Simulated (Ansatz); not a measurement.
Cost and result by functional for the surface energy of the (11-20) surface of 4H silicon carbide in its 1x1 cell (cut with top plane 4 C + 4 Si, bottom plane 4 C + 4 Si), relaxed from an ideal cut (the real face may reconstruct), outermost plane spacing 1.55 Å in the ideal cut, in Ansatz (plane waves, PAW). Single points on the PBE structure, on one kind of machine; costs are rough ratios of the slab run's core time (references not counted) to the cheapest single point. r2SCAN's cost holds its higher cutoff (500 against 420 eV). Differences are taken against HSE06 for comparison alone: no measured value is at hand, so the table doesn't rank accuracy. HSE06 ran on a coarser k-mesh, which lowers its cost and carries part of its shift.

Slab: 64 atoms, C32Si32, 10.8 Å thick at the start; k 5x3x1, smearing 0.025 eV, dipole-corrected; all atoms relaxed; start symmetry kept, larger cells not searched; no spin, no spin-orbit, no U. These notes are the PBE run's.

| functional | relative cost | surface energy (J/m²) | less HSE06 (J/m²) |
|---|---|---|---|
| PBEsol | 1 | 2.94 | -0.06 |
| LDA | 1 | 3.06 | 0.05 |
| RPBE | 1 | 2.60 | -0.41 |
| r2SCAN | 2 | 2.99 | -0.02 |
| HSE06 | 20 | 3.01 | 0.00 |
| PBE (the relaxed run's value) | – | 2.76 | -0.25 |

The values span 0.46 J/m², while the single points' costs differ by a factor of roughly 20. Differences are of unrounded values.

Ansatz is an electronic-structure program.
